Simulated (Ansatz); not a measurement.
System: CsCl-type FeAl. Method: rVV10 in Ansatz (PAW).

Settings: plane-wave cutoff 520 eV, 18×18×18 k mesh, Fermi–Dirac smearing 0.05 eV, no spin polarisation, scalar-relativistic PAW data made under PBE.

Pressure at four volumes; x = ln(V/11.877 Å³). One pressure is withheld.

| V (Å³/atom) | x | P (GPa) |
|---|---|---|
| 11.165 | -0.0618 | 12.71 |
| 11.877 | 0.0000 | 0.00 |
| 12.352 | 0.0392 | -6.51 |
| 12.590 | 0.0583 | ? |

**Question.** Pass a parabola P(x) through the three rows shown, estimate the bulk modulus and its pressure derivative near zero pressure, and predict the withheld pressure.

**Answer.** Slopes between the rows: (0.00 − (12.71))/(0.0000 − (-0.0618)) = -205.66 and (-6.51 − (0.00))/(0.0392 − (0.0000)) = -166.07 GPa. Their difference over the span 0.1010 is c = 39.59/0.1010 = 392.0 GPa, so P(x) = 12.71 + (-205.66)(x − (-0.0618)) + 392.0 (x − (-0.0618))(x − (0.0000)). At the middle row B = −dP/dx = −[-205.66 + 392.0 × 0.0618] = 181.4 GPa, and B′ = dB/dP = 2c/B = 4.3. At x = 0.0583 the parabola gives -9.25 GPa; the run gives -9.29 GPa. The Birch–Murnaghan fit to the energies at all volumes has B0 = 180 GPa and B′ = 4.2.

Measured, for comparison: bulk modulus 152 GPa (room temperature, no zero-point or thermal correction; as tabulated in Yamada et al. (2019), arXiv:1910.09660). Computed (rounded) less measured: bulk modulus +18 %.

Ansatz is a program for electronic structure.
